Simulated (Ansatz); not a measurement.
Base system: SrHfN2 (space group R-3m, No. 166; a = 3.320 Å, c = 17.583 Å (hexagonal axes); a cell from a computed database, its experimental status unchecked). Axes: x lies along a and z along c of the hexagonal cell.

Modification: strain tensor (xx, yy, zz, yz, xz, xy) = (−1.90, −0.61, −0.94, +0.87, −0.11, +0.58) %, atoms relaxed at fixed cell.

Levels (all Ansatz, a program for electronic structure, PAW): PBEsol (420 eV, spin-orbit coupling left out); r2SCAN (500 eV, spin-orbit coupling left out).

The geometry is relaxed with PBEsol.

* **PBEsol gap character**: absent
* **PBEsol band gap**: zero
* **PBEsol smallest direct gap**: 0.59 eV
* **PBEsol pressure**: 6.3 GPa

With r2SCAN at the same geometry, the gap character changes from absent to indirect, Γ → U; the band gap becomes 0.45 eV (PBEsol: zero); the smallest direct gap rises by 0.45 eV to 1.04 eV; the pressure grows by 4.0 GPa, from 6.3 GPa to 10.3 GPa.

Single points use the geometry relaxed with PBEsol. Their cutoffs differ, which shifts pressures a little. With Hf present, leaving out spin-orbit coupling can change the band edges. Whether these cells are dynamically stable was not tested. The final runs are not spin-polarised. Gaps under 0.05 eV, about the width of the smearing, are given as zero. The zero or small gap of SrHfN2 can change with the level of theory. k-point labels follow each cell's own Brillouin zone.
